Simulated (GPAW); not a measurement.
σxx against uniaxial strain in bcc W (space group 229): C11 (GPAW, LDA)

```
W
1.0
   -1.54248     1.56597     1.56597
    1.54248    -1.56597     1.56597
    1.54248     1.56597    -1.56597
W
1
Cartesian
  0.00000   0.00000   0.00000
```

Level of theory: LDA (Perdew-Wang 92), GPAW PAW datasets LDA (gpaw-data 1.0.1) (plane waves; GPAW 25.7.0). Settings: mode = pw; ecut = 585 eV; xc = LDA; kpts = 38 38 38; mesh shift (steps) = 0 0 0; occupations.name = fermi-dirac; occupations.width = 0.05 eV; nbands = -5; convergence.density = 1e-06 e/electron; convergence.energy = 1e-06 eV/electron; symmetry.symmorphic = false; symmetry.tolerance = 0.0005; maxiter = 100. The cell above is the first row's. The rows stretch one cube axis (x) by the strain ε and hold the other two. Stress is positive in tension. In all rows the k mesh is held.

| ε (%) | σxx (GPa) |
|---|---|
| -1.5 | -9.02 |
| -1.0 | -5.90 |
| -0.5 | -2.89 |
| 0.0 | 0.03 |
| 0.5 | 2.85 |
| 1.0 | 5.57 |
| 1.5 | 8.20 |
| 2.0 | ? |

Task: Using a parabola, estimate the missing σxx at ε = 2.0 from the other rows, showing the fit.

Result: Least squares gives σxx = 0.030 + 5.7386·ε - 0.1952·ε². Residuals (row less fit): -0.003, 0.004, -0.002, 0.000, 0.000, -0.003, 0.001; standard error 0.003 (degrees of freedom: 4). The slope at ε = 0, 5.7386 GPa per cent, gives C11 ≈ 100 × 5.7386 = 574 GPa, for the static lattice. At the withheld row, σxx = 0.030 + 5.7386 × 2.0 - 0.1952 × 2.0² = 10.726 GPa. The calculation gives 10.73 GPa, which the fit meets to the printed digits. The row lies outside the fitted rows, so this is an extrapolation. From the scatter of the fitted rows alone, a prediction at this place has a standard error of 0.006 GPa, so the miss is 0.7 times that.

Carrying the step between the two nearest rows on in a straight line would have given 10.83, off by 0.10; series whose last step already gives the withheld value aren't shown. The reference cell has the volume at which an earlier scan in this program and functional put its minimum by a fit. The unstrained cell stands at a pressure of -0.03 GPa, and the constants belong to that pressure. Spin polarisation is off. Spin-orbit coupling is off. Without a gap such slopes are sensitive to mesh and smearing. Cutoffs and mesh are single choices, not tested for convergence of this quantity. Series with a scatter that would blur these digits, or in which a gap closes, are not shown. Strain series were run only where this level's volume lies within 10 % of a first guess from the measured size.
